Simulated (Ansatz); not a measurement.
An Ansatz (a first-principles code) input (PBEsol, PAW, 420 eV (Ansatz; spin-orbit coupling left out)):

Ansatz 0.2 input:
```yaml
crystal:
  lattice:
    - [0, 5.5936882565, 5.4258776088]
    - [5.5936882565, 0, 5.4258776088]
    - [5.5936882565, 5.5936882565, 0]
  atoms:
    - { symbol: Bi, position: [0, 0, 0] }
    - { symbol: Ag, position: [0.5, 0.5, 0.5] }
    - { symbol: Cs, position: [0.25, 0.25, 0.25] }
    - { symbol: Cs, position: [0.75, 0.75, 0.75] }
    - { symbol: Br, position: [0.2539142994, 0.7460857006, 0.2539142994] }
    - { symbol: Br, position: [0.2539142994, 0.7460857006, 0.7460857006] }
    - { symbol: Br, position: [0.7460857006, 0.2539142994, 0.7460857006] }
    - { symbol: Br, position: [0.7460857006, 0.2539142994, 0.2539142994] }
    - { symbol: Br, position: [0.2539142994, 0.2539142994, 0.7460857006] }
    - { symbol: Br, position: [0.7460857006, 0.7460857006, 0.2539142994] }
basis: { ecutwfc: 420, ecutrho_ratio: 4, xc_grid: 2, fft_grid_basis: typed }
kpoints: { mp_grid: { grid: [5, 5, 5] } }
hamiltonian:
  xc: pbesol
  dispersion: none
  pseudopotentials: { kind: paw }
scf: { occupations: { method: fermi_dirac, width: 0.05 }, convergence: { dr2_threshold: 0.000000001 } }
relax: { f_tol: 0.005, max_steps: 50 }
output: { forces: true, stress: true }
checkpoint: { write: state.ck, write_every: 1000 }
```

### Question
Which symmetry and how many k-points will the program report, and about how many plane waves at Γ?

### Answer
Space group I4/mmm (ITA 139) with 16 operations, k-points 18 of 125, and 6607 plane waves at Γ.

### Question
And the final pressure?

### Answer
0.95 GPa (compression positive).

The cells carry an imposed strain or load. Whether these cells are dynamically stable was not tested. The cell was made from Cs2AgBiBr6 (space group Fm-3m, No. 225) by this change: uniaxial strain ε_zz = −3.00 %.
